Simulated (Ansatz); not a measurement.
Amorphous Si24C40, 64 atoms at 3.00 g/cm³, one PBE-relaxed geometry, zone centre. Methods: PBE, scalar-relativistic without spin-orbit coupling (Ansatz, an electronic-structure program); r2SCAN, scalar-relativistic without spin-orbit coupling (Ansatz). Plane waves to 420 eV (r2SCAN 500 eV). The higher rungs were started with moments on some atoms, which died out.

The cell was made by melting and quenching with the CHGNet potential and then relaxed with DFT. The hot cell started wider than the set density and was brought back towards it in steps. It is the lowest in DFT energy of 2 quenches. It is a model cell: composition and starting density were chosen by hand, and all elements were melted together. No dispersion term was used. A short ab initio anneal came between quench and relaxation. Its density started from a set value of 3.00 and ended at 3.00 g/cm³. Cooling (nominally 430 K/ps over its main leg) ran many orders faster than in experiment, which tends to leave more defects and strain. Values belong to this one cell and scatter from quench to quench. The volume was held where the preparation left it and the shape relaxed, at a PBE pressure of 0.7 GPa. Stress components on the final sampling reach 1.0 GPa. On a 2×2×2 Γ-centred mesh force components of up to 0.29 eV/Å stay, since the relaxation ran on one k-point at (1/4, 1/4, 1/4).

The relaxation ran on one k-point at (1/4, 1/4, 1/4). At PBE the gap is 0.35 eV on a 2×2×2 Γ-centred mesh, and the spacing at the zone centre alone 0.64 eV.

### Question
What zone-centre spacing does r2SCAN give, roughly?

### Answer
0.71 eV (+0.07 eV against PBE).

The highest filled and the lowest empty state spread over these numbers of atoms (participation numbers): PBE: 28.5 and 17.9; r2SCAN: 26.6 and 14.6.
